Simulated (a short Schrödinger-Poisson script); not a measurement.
Structure: MOS inversion layer, SiO2 on p-type Si(111), at 300 K.

From the gate side: 1.8 nm SiO2; 560 nm Si, acceptors 5.9e17 cm⁻³.

Constants are typed, rounded textbook-type inputs, not results; the design itself was drawn at random and stands for no fabricated device. SiO2: permittivity 3.9, conduction-band edge (eV) 3.15, gap (eV) 9, electron mass (mₑ) 0.5. Si: permittivity 11.7, conduction-band edge (eV) 0, gap (eV) 1.124, Nv at 300 K (cm⁻³) 3.1e19.

Channel valleys (confinement mass, in-plane density-of-states mass, number): Δ6 0.258, 0.358, 6. At the gate the conduction-band edge of layer 1 lies 3.75 eV − eVg above the Fermi level of the channel; the field vanishes at the back. Gaps are held at their typed values at every temperature. Mesh 0.03 nm at interfaces.

From a short Schrödinger-Poisson script (our own, NumPy): 1D Poisson equation in equilibrium, electrons quantum, Hartree (BenDaniel-Duke, 12 states a valley, the channel's in-plane mass for all, wave functions ending at the dielectric), parabolic valleys, classical holes, full ionisation, no traps, pinning or gate leakage.

| Vg (V) | electrons (cm⁻²) | C (μF/cm²) | Δ6 E0 (meV from the Fermi level) |
|---|---|---|---|
| 0.7 | 1.10e9 | 0.215 | 257.9 |
| 0.75 | 5.52e9 | 0.230 | 216.2 |
| 0.8 | 2.63e10 | 0.310 | 175.8 |
| 0.85 | 1.03e11 | 0.537 | 140.4 |
| 0.9 | 2.80e11 | 0.826 | 114.4 |
| 0.95 | 5.50e11 | 1.03 | 96.8 |
| 1 | 8.79e11 | 1.15 | 84.5 |
| 1.05 | 1.24e12 | 1.23 | 75.3 |
| 1.1 | 1.63e12 | 1.29 | 68.0 |
| 1.15 | 2.03e12 | 1.32 | 62.1 |
| 1.2 | 2.45e12 | 1.35 | 57.0 |
| 1.25 | 2.87e12 | 1.38 | 52.6 |
| 1.3 | 3.31e12 | 1.40 | 48.8 |
| 1.35 | 3.74e12 | 1.41 | 45.3 |
| 1.4 | 4.19e12 | 1.43 | 42.1 |
| 1.45 | 4.63e12 | 1.44 | 39.2 |
| 1.5 | 5.09e12 | 1.45 | 36.6 |
| 1.55 | 5.54e12 | 1.46 | 34.1 |

Gate voltages with under 1e9 electrons/cm² are left out.

**Question.** At Vg = 1.55 V the lowest Δ6 subband lies at 34.1 meV from the Fermi level. How many electrons does it hold, and what share of all?

**Answer.** The two-dimensional density of states is g m/(πħ²) = 8.97e11 cm⁻² meV⁻¹ (both spins), kT = 25.9 meV, so n = D kT ln(1 + exp(−E/kT)) = 5.50e12 cm⁻², 0.99 of the 5.54e12 cm⁻² in all.

**Question.** Compare the slope of the sheet density between 1.45 and 1.55 V with the geometric capacitance of the layers between gate and channel.

**Answer.** q Δn/ΔV = 1.46 μF/cm²; ε0/Σ(t/ε) = 1.92 μF/cm². The ratio is 0.76: the channel acts as a further capacitance in series.
